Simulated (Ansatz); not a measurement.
Consider TiC in the rock salt structure (space group Fm-3m, No. 225; a = 4.333 Å; relaxed with 0.1 eV smearing). Axes: x, y, z lie along the cube axes.

Calculations: PBE (Ansatz, a first-principles code, PAW, without spin-orbit coupling).

Modification: the cell is scaled by 0.9700 in all directions; the atoms relax in the strained cell.

Problem. Predict the stress tensor and what it implies for the stiffness.

Solution. Stress of the strained cell less that of the base (GPa, compression positive):
```
   27.5     0.0     0.0
    0.0    27.5     0.0
    0.0     0.0    27.5
```

Then B = −ΔP/(ΔV/V₀) with ΔV/V₀ = -0.0873 gives secant stiffness values (nonlinear terms included at this strain): B ≈ 314 GPa.

As a check, the harmonic strain energy −½ V₀ Δσ:ε is 78 meV/atom; the computed energy rise is 71 meV/atom.

Stability against distortions was not tested. The final runs are not spin-polarised.
